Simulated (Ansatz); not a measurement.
Carrier properties of GaP under load (space group F-43m)

Consider the following.

```yaml
crystal:
  lattice:
    - [0.00000, 2.69155, 2.69155]
    - [2.69155, 0.00000, 2.69155]
    - [2.69155, 2.69155, 0.00000]
  atoms:
    - { symbol: Ga, position: [0.00000, 0.00000, 0.00000] }
    - { symbol: P, position: [0.25000, 0.25000, 0.25000] }
```

Level of theory: r2SCAN with spin-orbit coupling, rigid bands (plane waves, PAW; Ansatz, an electronic-structure program). Condition of this run: hydrostatic pressure of 2.8 GPa (compression positive) (the target of the relaxation). Geometry: cell and atoms relaxed with PBEsol, then loaded as said.

The band gap comes out as 1.75 eV and the electron conductivity mass (300 K, dilute) is 0.34 mₑ. The hole conductivity mass (300 K, dilute) comes out as 0.46 mₑ and the effective density of states N_c (300 K) is 4.0e19 cm⁻³. The effective density of states N_v (300 K) is 2.2e19 cm⁻³. The density-of-states mass, electrons is 1.36 mₑ. The density-of-states mass, holes comes out as 0.92 mₑ and the Seebeck coefficient, n-type 1e19 cm⁻³, 300 K is -329 μV/K. The best n-type power factor at 300 K for τ = 10 fs (best axis; densities from 1e16 to 1e21 cm⁻³ tried, whether or not they can be reached) is 17.0 μW/(cm·K²) at 1e20 cm⁻³ and the Seebeck coefficient, p-type 1e19 cm⁻³, 300 K is 315 μV/K. The best p-type power factor at 300 K for τ = 10 fs (best axis; densities from 1e16 to 1e21 cm⁻³ tried, whether or not they can be reached) is 14.3 μW/(cm·K²) at 3e20 cm⁻³.

Rigid bands; masses and Seebeck coefficients take one relaxation time τ for all states and one kind of carrier; polarons and phonon drag are left out. Geometry: cell and atoms relaxed with PBEsol.
